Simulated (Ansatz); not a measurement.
Results of PBEsol in Ansatz (plane waves, PAW) for NbAs (I4₁md, No. 109, 4 atoms in the cell; start mp-2059).

From the output:

```
Relaxation: its limit of steps is 80 (relax.max_steps)
Crystal: 4 atoms, lattice volume = 69.934 Å³
Basis set: ecut = 520 eV, 1905 PW (Γ), FFT grids on a1+a3, a2+a3, a3, exchange–correlation on 54×54×96 points (8 copies of the dense FFT grid, shifted against one another)
Bands: 34, of which v1, the nominal top of the filled ones, is band 28 counted from 1 (27 counted from 0)
Symmetry: 8 space group operations
Space group: I41md (ITA 109), of the structure as read, at distance tolerance 4.1e-5 Å
k-points: 834 of 10648 (time reversal used)
Functional: x = pbesol(κ = 0.804, μ = 0.12345679012345678), c = pbesol(β = 0.046)
SCF iter   1: F=—  HF=-18619.968967 eV  |F-HF|=—  |Δ(HF+E_count)|=         —  Δρ=8.12e-3  dr2=3.52e-2
SCF iter   2: F=—  HF=-18619.963565 eV  |F-HF|=—  |Δ(HF+E_count)|=   5.40e-3  Δρ=4.62e-3  dr2=1.12e-2
  ...
SCF 1 converged in 7 iterations: F = -18619.961931 eV  dr2 = 9.80e-9
Crystal: 4 atoms, lattice volume = 69.934 Å³
Basis set: ecut = 520 eV, 1873 PW (Γ), FFT grids on a1+a3, a2+a3, a3, exchange–correlation on 54×54×96 points (8 copies of the dense FFT grid, shifted against one another)
Initial density: handed on by an earlier stage of this run
SCF 2 converged in 6 iterations: F = -18619.961875 eV  dr2 = 6.61e-9
Crystal: 4 atoms, lattice volume = 69.934 Å³
Basis set: ecut = 520 eV, 1889 PW (Γ), FFT grids on a1+a3, a2+a3, a3, exchange–correlation on 54×54×96 points (8 copies of the dense FFT grid, shifted against one another)
SCF 3 converged in 8 iterations: F = -18619.962251 eV  dr2 = 2.27e-12
Crystal: 4 atoms, lattice volume = 69.934 Å³
SCF iter   6: F=-18619.962252 eV  HF=-18619.962252 eV  |F-HF|=0.00e0  |Δ(HF+E_count)|=  7.28e-12  Δρ=1.75e-9  dr2=2.31e-15
SCF iter   7: F=-18619.962252 eV  HF=-18619.962252 eV  |F-HF|=0.00e0  |Δ(HF+E_count)|=  3.64e-12  Δρ=4.84e-10  dr2=2.03e-16
SCF 4 converged in 7 iterations: F = -18619.962252 eV  dr2 = 2.03e-16
SCF converged after 7 iterations
Free energy (F): -18619.962252 eV
Internal energy: -18619.958429 eV  (E = F + TS)
E sigma→0 (E₀):  -18619.960341 eV
Fermi energy:    16.062349 eV
--- Forces (eV/Å), atoms counted from 1 ---
  atom   1  Nb    -0.00000000     0.00000000    -0.00044080
  atom   2  Nb     0.00000000    -0.00000000    -0.00044080
  atom   3  As     0.00000000     0.00000000     0.00044080
  atom   4  As     0.00000000    -0.00000000     0.00044080
--- Stress (GPa, compression-positive) ---
       -3.321844       0.000000      -0.000000
        0.000000      -3.321844      -0.000000
       -0.000000      -0.000000      -3.320624
  P = ⅓ Tr σ = -3.3214 GPa (-33.214 kbar)
```

### Question
Write an input file that could have produced this run (the log leaves some choices open).

### Answer
Several could match; the one computed here: 
Ansatz 0.2 input:
```yaml
crystal:
  lattice:
    - [-1.7310890375, 1.7310890375, 5.8343174566]
    - [1.7310890375, -1.7310890375, 5.8343174566]
    - [1.7310890375, 1.7310890375, -5.8343174566]
  atoms:
    - { symbol: Nb, position: [0.4992439238, 0.4992439238, 0.0] }
    - { symbol: Nb, position: [0.2492439238, 0.7492439238, 0.5] }
    - { symbol: As, position: [0.9177560762, 0.9177560762, 0.0] }
    - { symbol: As, position: [0.6677560762, 0.1677560762, 0.5] }
basis:
  ecutwfc: 520
  ecutrho_ratio: 4
  xc_grid: 2
kpoints:
  mp_grid: { grid: [22, 22, 22] }
hamiltonian:
  xc: pbesol
  dispersion: none
  pseudopotentials: { kind: paw }
scf:
  occupations: { method: fermi_dirac, width: 0.05 }
output:
  forces: true
  stress: true
  eigenvalues: true
relax:
  f_tol: 0.004
  escape_saddle: false
  max_steps: 80
  cell: { stress_tol: 0.02, fix: [volume] }
```

The cell is one volume of an energy–volume scan, off the minimum.

The PAW data were made under PBE.

Note: the run has no spin polarisation, so it can have missed a magnetic state. Note: the relaxation could not lower the start's symmetry, so the cell can be a saddle point above a distorted one.

A start named mp-… is a Materials Project structure, which need not be a measured phase.

Ansatz is a first-principles code.
